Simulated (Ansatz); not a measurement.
How the bulk modulus B0 of AlCr2C (P6₃/mmc, No. 194, 8 atoms in the cell; start mp-9956) moves with the method

No measured value is used here.

```csv
level (code),value (GPa),cell (Å³/atom)
LDA (Ansatz),213,10.51
PBE (Ansatz),189,11.09
PBEsol (Ansatz),202,10.78
r²SCAN (Ansatz),204,10.90
```

The crystal itself was run without spin with LDA, PBE, PBEsol, r²SCAN; a magnetic state was not tried in these runs. LDA, PBE, PBEsol, r²SCAN: the bulk modulus is −V dP/dV from two relaxed cells at ±2 % in volume. LDA, PBE, PBEsol, r²SCAN: the relaxation could not lower the start's symmetry, so the cell can be a saddle point above a distorted one. Each level is taken at its own relaxed cell. Cutoffs differ between the levels. Ansatz's density-functional and Hartree–Fock values are scalar-relativistic unless marked +SOC, with PAW data made under PBE.

A start named mp-… is a Materials Project structure, which need not be a measured phase.

Ansatz is a first-principles code.
